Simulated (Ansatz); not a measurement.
**Response to strain in Cu**

Start from Cu in the fcc (Cu type) structure (space group Fm-3m, No. 225; relaxed with 0.1 eV smearing).

```yaml
crystal:
  lattice:
    - [0.00000, 1.78838, 1.78838]
    - [1.78838, 0.00000, 1.78838]
    - [1.78838, 1.78838, 0.00000]
  atoms:
    - { symbol: Cu, position: [0.00000, 0.00000, 0.00000] }
```

Cartesian axes are those of the cell as printed.

Strains are applied to the cell and any free atomic positions relax.

Computed with DFT with r2SCAN, PAW potentials and a 500 eV plane-wave cutoff in Ansatz (a program for electronic structure), no spin-orbit coupling.

Notes on the quantities. pressure: mean of the normal stresses, compression positive; energy relative to the base: free energy F.

| change | pressure | volume per atom | energy relative to the base |
|---|---|---|---|
| base | 0.0 GPa | 11.44 Å³ | 0 meV/atom |
| uniaxial strain ε_zz = +0.50 % | -0.8 GPa | 11.50 Å³ | +0.2 meV/atom |
| uniaxial strain ε_zz = +1.00 % | -1.6 GPa | 11.55 Å³ | +0.7 meV/atom |
| uniaxial strain ε_zz = +1.50 % | -2.3 GPa | 11.61 Å³ | +1.6 meV/atom |
| uniaxial strain ε_zz = +2.00 % | -3.1 GPa | 11.67 Å³ | +2.8 meV/atom |
| uniaxial strain ε_zz = +2.50 % | -3.8 GPa | 11.73 Å³ | +4.3 meV/atom |
| uniaxial strain ε_zz = +3.00 % | -4.4 GPa | 11.78 Å³ | +6.2 meV/atom |

Whether these cells are dynamically stable was not tested. All final runs are without spin polarisation.
